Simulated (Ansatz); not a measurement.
Worked example: self-consistent single point of BeTe (F-43m, 2 atoms in the cell) in Ansatz (a program for electronic structure).

Method: PBE (plane waves, PAW; Ansatz).

The change in words: lattice scaled by 0.98; basis.ecutrho_ratio: default → 2. Reference geometry:
```
BeTe
1.0
    0.00000     2.80092     2.80092
    2.80092     0.00000     2.80092
    2.80092     2.80092     0.00000
Be Te
1 1
Direct
  0.00000   0.00000   0.00000
  0.25000   0.25000   0.25000
```

Reference input (self-consistent single point, DFT, PBE, plane waves, default PAW files): basis.ecutwfc = 420 eV; kpoints.mp_grid.grid = 8 8 8; hamiltonian.xc = pbe; hamiltonian.pseudopotentials = {kind: paw} (the program's default PAW files); scf.occupations.method = fermi_dirac; scf.occupations.width = 0.05 eV. This run's input differs from it in these lines:

Ansatz 0.2 input:
```diff
@@ -3,5 +3,5 @@
   lattice:
-    - [0.000000, 2.800925, 2.800925]
-    - [2.800925, 0.000000, 2.800925]
-    - [2.800925, 2.800925, 0.000000]
+    - [0.000000, 2.744906, 2.744906]
+    - [2.744906, 0.000000, 2.744906]
+    - [2.744906, 2.744906, 0.000000]
   atoms:
@@ -11,2 +11,3 @@
   ecutwfc: 420.0
+  ecutrho_ratio: 2
 kpoints:
```

Output (repeated stretches shortened):

```
SCF iter   1: F=—  HF=-7073.369579 eV  |F-HF|=—  |Δ(HF+E_count)|=         —  Δρ=5.66e-4  dr2=1.08e-4  ethr=1.77e-3  ⟨swp⟩=6.3  Hψ=2397  notcnv=0
all-band conjugate gradients solve this SCF's bands
preconditioner: auto → none
SCF iter   2: F=—  HF=-7073.369431 eV  |F-HF|=—  |Δ(HF+E_count)|=   1.48e-4  Δρ=4.75e-4  dr2=1.45e-4  ethr=6.03e-7  ⟨swp⟩=2.1  Hψ=890  notcnv=0
SCF iter   3: F=—  HF=-7073.369390 eV  |F-HF|=—  |Δ(HF+E_count)|=   4.17e-5  Δρ=2.43e-4  dr2=2.93e-5  ethr=6.03e-7  ⟨swp⟩=2.6  Hψ=639  notcnv=0
SCF iter   4: F=—  HF=-7073.369393 eV  |F-HF|=—  |Δ(HF+E_count)|=   3.11e-6  Δρ=4.66e-5  dr2=1.10e-6  ethr=1.63e-7  ⟨swp⟩=2.0  Hψ=638  notcnv=0
SCF iter   5: F=—  HF=-7073.369393 eV  |F-HF|=—  |Δ(HF+E_count)|=   2.78e-7  Δρ=2.72e-5  dr2=4.70e-7  ethr=6.12e-9  ⟨swp⟩=2.5  Hψ=484  notcnv=0
SCF iter   6: F=-7073.369393 eV  HF=-7073.369393 eV  |F-HF|=9.57e-8  |Δ(HF+E_count)|=   1.77e-7  Δρ=1.20e-5  dr2=8.66e-8  ethr=5.56e-10  ⟨swp⟩=3.2  Hψ=1599  notcnv=0
SCF 1 converged in 6 iterations: F = -7073.369393 eV  dr2 = 8.66e-8
Free energy (F): -7073.369393 eV
Internal energy: -7073.369393 eV  (E = F + TS)
E sigma→0 (E₀):  -7073.369393 eV
Fermi energy:    9.381261 eV
--- Forces (eV/Å), atoms counted from 1 ---
  atom   1  Be     0.00000000    -0.00000000     0.00000000
  atom   2  Te     0.00000000    -0.00000000    -0.00000000
--- Stress (GPa, compression-positive) ---
        6.351679      -0.000000      -0.000000
       -0.000000       6.351679       0.000000
        0.000000       0.000000       6.351679
  P = ⅓ Tr σ = 6.3517 GPa (63.517 kbar)
  The stress holds the Pulay correction, which leaves out the density cutoff's part. Without it, at fixed plane waves, as pw.x and ABINIT print it …
settings of this run that can trade accuracy for cost: basis.ecutrho_ratio < 4. Do not mix this run's numbers with those of runs without the same settings …
```

The run converged in 6 iterations. Against the reference run the free energy rises by 33.2 meV/atom, the pressure goes from 1.99 to 6.35 GPa and the gap on the mesh goes from 1.949 to 1.791 eV. The full log also holds: “WARN basis.ecutrho_ratio = 2 (ecutrho = 840 eV) is below the records' recommended cutoff”.

The starting cell has typed, rounded lattice constants, without a prior relaxation at this level. Its lattice was rescaled by up to half a per cent. For this run, on top of that: lattice scaled by 0.98. Spin-orbit coupling is off. Ansatz's pressure includes its estimate of the finite-basis (Pulay) stress. The cutoff lies below the one recommended for these files.
